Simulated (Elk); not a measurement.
Worked example: self-consistent single point of WC (P-6m2, 2 atoms in the cell) in Elk.

Method: Elk 10.2.4 with LDA (PW92), all-electron FP-LAPW, Elk's shipped species files, APW+lo basis with extra local orbitals.

```yaml
crystal:
  lattice:
    - [1.45500, -2.52013, 0.00000]
    - [1.45500, 2.52013, 0.00000]
    - [0.00000, 0.00000, 2.84000]
  atoms:
    - { symbol: W, position: [0.00000, 0.00000, 0.00000] }
    - { symbol: C, position: [0.33333, 0.66667, 0.50000] }
```

Reference input (self-consistent single point, DFT, PBE, all-electron FP-LAPW, Elk's shipped species files, APW+lo basis with extra local orbitals): xctype = 20; rgkmax = 7.5; stype = 0; swidth = 0.00999582 Ha; ngridk = 17 17 15; gmaxvr = 14 1/bohr; nxlo = 2; lorbcnd = true; rmtscf = 0.85; lmaxi = 2. This run's input differs from it in these lines:

```diff
@@ -4,3 +4,3 @@
 xctype
-  20
+  3
```

Output (repeated stretches shortened):

```
│ Self-consistent loop started │
│ Loop number : 1 │
 total energy                :     -16182.6906391
│ Loop number : 2 │
 total energy                :     -16183.4089067
RMS change in Kohn-Sham potential (target) :   0.3063926392     (  0.1000000000E-05)
Absolute change in total energy (target)   :   0.7182675733     (  0.1000000000E-03)
│ Loop number : 3 │
 total energy                :     -16187.1200990
RMS change in Kohn-Sham potential (target) :   0.2405335219     (  0.1000000000E-05)
Absolute change in total energy (target)   :    3.890759172     (  0.1000000000E-03)
│ Loop number : 4 │
   [... lines left out ...]
Absolute change in total energy (target)   :   0.4922991848E-03 (  0.1000000000E-03)
│ Loop number : 15 │
 total energy                :     -16194.5651806
RMS change in Kohn-Sham potential (target) :   0.1213979199E-06 (  0.1000000000E-05)
Absolute change in total energy (target)   :   0.1164662663E-03 (  0.1000000000E-03)
│ Loop number : 16 │
 total energy                :     -16194.5651769
RMS change in Kohn-Sham potential (target) :   0.4576117009E-07 (  0.1000000000E-05)
Absolute change in total energy (target)   :   0.2542713992E-04 (  0.1000000000E-03)
Convergence targets achieved

│ Loop number : 17 │

Energies :
 Fermi                       :     0.545024070866
 total energy                :     -16194.5651797

Density of states at Fermi energy :    8.282341284
 (states/Hartree/unit cell)

Estimated indirect band gap :   0.2447862603E-02
 from k-point    303 to k-point    301
Estimated direct band gap   :   0.1829891141E-01
 at k-point    230

Charges :
 core                        :    48.00000000
 valence                     :    32.00000000
 interstitial                :    3.731724514
 muffin-tins (core leakage)
  species :    1 (W)
   atom    1                 :    71.74475284     (  0.2699185920E-05)
  species :    2 (C)
   atom    1                 :    4.523522646     (  0.4167825841E-04)
 total in muffin-tins        :    76.26827549
 total calculated charge     :    79.99387341
 total charge                :    80.00000000
 error                       :   0.6126589961E-02

│ Self-consistent loop stopped │
```

The run converged in 17 iterations. The count includes the last loop, which Elk runs after its targets are met. 

The starting cell has typed, rounded lattice constants, without a prior relaxation at this level. Spin-orbit coupling is off. Spin polarisation is off. Values depend on the basis (sphere radii, cutoffs, local orbitals), which need not be converged. The log's line on a gap gives a spacing of levels on this mesh, which the program prints for metals too.

Cost on one core of a shared machine: roughly 3 min.
